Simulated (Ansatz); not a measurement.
Ansatz (a program for electronic structure) run on ScAu4 (I4/m, 5 atoms in the cell): self-consistent single point.

Computed with LDA (PW92), PAW files made with PBE (plane waves; Ansatz).

The change in words: lattice scaled by 0.98. Reference geometry:
```
ScAu4
1.0
   -3.27168     3.27168     2.01267
    3.27168    -3.27168     2.01267
    3.27168     3.27168    -2.01267
Sc Au
1 4
Direct
  0.00000   0.00000   0.00000
  0.79718   0.60235   0.39953
  0.20282   0.39765   0.60047
  0.60235   0.20282   0.80517
  0.39765   0.79718   0.19483
```

Reference input (self-consistent single point, DFT, LDA (PW92), plane waves, PAW files made with PBE): basis.ecutwfc = 420 eV; kpoints.mp_grid.grid = 6 6 6; hamiltonian.xc = lda; hamiltonian.pseudopotentials = {kind: paw} (an earlier, softer set of the program's PAW files); scf.occupations.method = gaussian; scf.occupations.width = 0.272 eV. This run's input differs from it in these lines:

```diff
@@ -3,5 +3,5 @@
   lattice:
-    - [-3.27168300, 3.27168300, 2.01267000]
-    - [3.27168300, -3.27168300, 2.01267000]
-    - [3.27168300, 3.27168300, -2.01267000]
+    - [-3.20624900, 3.20624900, 1.97241700]
+    - [3.20624900, -3.20624900, 1.97241700]
+    - [3.20624900, 3.20624900, -1.97241700]
   atoms:
```

Log, with long lists cut:

```
SCF iter   1: F=—  HF=-53574.834202 eV  |F-HF|=—  |Δ(HF+E_count)|=         —  Δρ=3.79e-1  dr2=2.48e2  ethr=3.10e-3  ⟨swp⟩=4.4  Hψ=5384  notcnv=0
all-band conjugate gradients solve this SCF's bands
preconditioner: auto → Kerker (q_TF=auto, 2.760 Å⁻¹)
SCF iter   2: F=—  HF=-53563.924809 eV  |F-HF|=—  |Δ(HF+E_count)|=    1.09e1  Δρ=1.76e-1  dr2=6.05e1  ethr=3.10e-3  ⟨swp⟩=2.0  Hψ=3308  notcnv=0  defer=50
   [... lines left out ...]
SCF iter   8: F=—  HF=-53557.589099 eV  |F-HF|=—  |Δ(HF+E_count)|=   1.44e-3  Δρ=1.47e-4  dr2=3.50e-5  ethr=7.07e-6  ⟨swp⟩=2.0  Hψ=2804  notcnv=0  defer=68
SCF iter   9: F=—  HF=-53557.589088 eV  |F-HF|=—  |Δ(HF+E_count)|=   1.06e-5  Δρ=4.06e-5  dr2=1.62e-6  ethr=4.02e-8  ⟨swp⟩=2.0  Hψ=2217  notcnv=0  defer=89
SCF iter  10: F=—  HF=-53557.589088 eV  |F-HF|=—  |Δ(HF+E_count)|=   2.92e-7  Δρ=1.33e-5  dr2=2.57e-7  ethr=1.86e-9  ⟨swp⟩=2.1  Hψ=2491  notcnv=0  defer=89
SCF iter  11: F=-53557.589088 eV  HF=-53557.589088 eV  |F-HF|=5.37e-9  |Δ(HF+E_count)|=   5.49e-8  Δρ=2.44e-6  dr2=7.18e-9  ethr=1.15e-10  ⟨swp⟩=11.0  Hψ=7718  notcnv=0
SCF 1 converged in 11 iterations: F = -53557.589088 eV  dr2 = 7.18e-9
Free energy (F): -53557.589088 eV
Internal energy: -53557.530320 eV  (E = F + TS)
E sigma→0 (E₀):  -53557.559704 eV
Entropy (-TS):   -0.058768 eV (-11.754 meV/atom)
Fermi energy:    20.435615 eV
--- Forces (eV/Å), atoms counted from 1 ---
  atom   1  Sc     0.00000000     0.00000000     0.00000000
  atom   2  Au    -0.03601955     0.04692405     0.00000000
  atom   3  Au     0.03601955    -0.04692405    -0.00000000
  atom   4  Au    -0.04692405    -0.03601955    -0.00000000
  atom   5  Au     0.04692405     0.03601955     0.00000000
--- Stress (GPa, compression-positive) ---
        5.993978      -0.000000      -0.000000
        0.000000       5.993978      -0.000000
       -0.000000       0.000000       6.210084
  P = ⅓ Tr σ = 6.0660 GPa (60.660 kbar)
  The stress holds the Pulay correction. Without it, at fixed plane waves, as pw.x and ABINIT print it: P = 6.0215 GPa
```

The run converged in 11 iterations. Against the reference run the free energy rises by 2.8 meV/atom, the pressure goes from -4.50 to 6.07 GPa and the largest force goes from 0.018 to 0.059 eV/Å.

The starting cell comes from a database of computed structures (which also holds hypothetical and non-ambient phases and stackings), without a prior relaxation at this level. Its lattice was rescaled by a random factor within 2.5 % of one. For this run, on top of that: lattice scaled by 0.98. With a pressure of about 6 GPa the cell is away from its equilibrium volume at this level. Ansatz's pressure includes its estimate of the finite-basis (Pulay) stress.

Keys are those of Ansatz 0.2.
